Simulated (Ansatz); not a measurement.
# A computed series for CdTe: pressure series

Start from CdTe in the zinc blende structure (space group F-43m, No. 216; a = 6.618 Å).

Cell and atoms are relaxed at each pressure.

Computed with PBE in Ansatz (plane waves to 420 eV, PAW, no SOC).

Notes on the quantities. hole mass: degenerate bands, along [100].

```tsv
change	lattice parameter a	band gap	hole mass
base	12.506 bohr	0.59 eV	0.054, 0.57, 0.57 mₑ (at Γ)
pressure −2 GPa	12.789 bohr	0.39 eV	0.040, 0.64, 0.64 mₑ (at Γ)
pressure −1 GPa	12.637 bohr	0.50 eV	0.047, 0.60, 0.60 mₑ (at Γ)
pressure 1.8 GPa	12.317 bohr	0.72 eV	0.062, 0.53, 0.53 mₑ (at Γ)
pressure 4.2 GPa	12.117 bohr	0.87 eV	0.071, 0.49, 0.49 mₑ (at Γ)
pressure 9 GPa	11.815 bohr	1.10 eV	0.083, 0.43, 0.43 mₑ (at Γ)
pressure 18 GPa	11.432 bohr	1.41 eV	0.098, 0.36, 0.36 mₑ (at Γ)
pressure 30 GPa	11.089 bohr	1.68 eV	0.11, 0.31, 0.31 mₑ (at Γ)
pressure 45 GPa	10.786 bohr	1.49 eV	0.12, 0.27, 0.27 mₑ (at Γ)
pressure 60 GPa	10.558 bohr	1.25 eV	0.12, 0.24, 0.24 mₑ (at Γ)
```

With Te present, leaving out spin-orbit coupling can change the band edges. Load acts through the strain it causes; cell and atoms are relaxed under it. Effective masses come from finite differences of ±0.01 Å⁻¹. No phonon test of stability was made. Measured, CdTe leaves this structure (for cinnabar) near 3.53 GPa (temperature not stated; as listed in Datta, Sujoy, Jana, Debnarayan, arXiv (2020)), on rising pressure, with hysteresis.

Ansatz is a quantum-chemistry and plane-wave program.
